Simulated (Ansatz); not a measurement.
CaF₂ in the fluorite structure (space group Fm-3m, No. 225)

```
CaF2
1.0
    0.00000     2.75548     2.75548
    2.75548     0.00000     2.75548
    2.75548     2.75548     0.00000
Ca F
1 2
Direct
  0.00000   0.00000   0.00000
  0.75000   0.75000   0.75000
  0.25000   0.25000   0.25000
```

Method: PBE (Ansatz, a first-principles code, PAW, no spin-orbit coupling). Γ-centred 8×8×8 mesh, Fermi–Dirac width 0.05 eV.

```json
{
  "volume_per_atom": "13.95 Å³",
  "density": "3.10 g/cm³",
  "band_gap": "7.14 eV, indirect, X → Γ",
  "electron_mass": "0.55 mₑ",
  "Lowest conduction-band minima above the VBM": "Γ 7.14 eV; X along ⟨100⟩ 8.05 eV",
  "total_energy": "-1146.604 eV/atom (σ→0; compares only within this code and set-up)"
}
```

Effective masses come from finite differences of ±0.01 Å⁻¹. Stability against distortions was not tested. The base started in Pca2_1 and relaxed to Fm-3m at this level.
